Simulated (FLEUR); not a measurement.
## How far to go with shifted k-point meshes: Cu (Fm-3m, 1 atom in the cell)

```
CELL_PARAMETERS angstrom
      0.00000     1.81042     1.81042
      1.81042     0.00000     1.81042
      1.81042     1.81042     0.00000
ATOMIC_POSITIONS crystal
  Cu 0.00000 0.00000 0.00000
```

Computed with PBE, all-electron FLAPW (FLEUR), scalar-relativistic valence.

Base settings: Kmax = 3.5 1/bohr; GmaxXC = 12.2 1/bohr; xcFunctional = pbe; jspins = 1; l_soc = F; mode = hist; fermiSmearingEnergy = 0.00367493 Htr; mesh (inpgen div1-3) = 14 14 14; inpgen gamma flag = true; Gmax = 12.2 1/bohr.

In this ladder: kpt_gamma = false.

Only quantities that move along the ladder and can be compared are tabulated.

These are the values that this program gave, and no reference: the default basis lacks the next d shell.

The starting cell has typed, rounded lattice constants, without a prior relaxation at this level. Its lattice was rescaled by up to half a per cent. Spin polarisation is off. Values depend on the basis (sphere radii, cutoffs, local orbitals), which need not be converged.

| kpt_div | free energy less the last step's (meV/atom) |
|---|---|
| 4 4 4 | 51.44 |
| 6 6 6 | 3.09 |
| 8 8 8 | -0.23 |
| 10 10 10 | -1.13 |
| 12 12 12 | -0.13 |
| 16 16 16 | -0.13 |
| 18 18 18 | 0.01 |
| 20 20 20 | -0.07 |
| 22 22 22 | -0.03 |
| 30 30 30 | 0.09 |
| 34 34 34 | 0.07 |
| 42 42 42 | 0.00 |

Coarsest kpt_div that holds the free energy within 1 meV/atom of the last step, with all finer ones: 12 12 12; the step before is off by 1.1 meV/atom.

Left out of this page: 1 run of the series stopped by limits of time or memory.
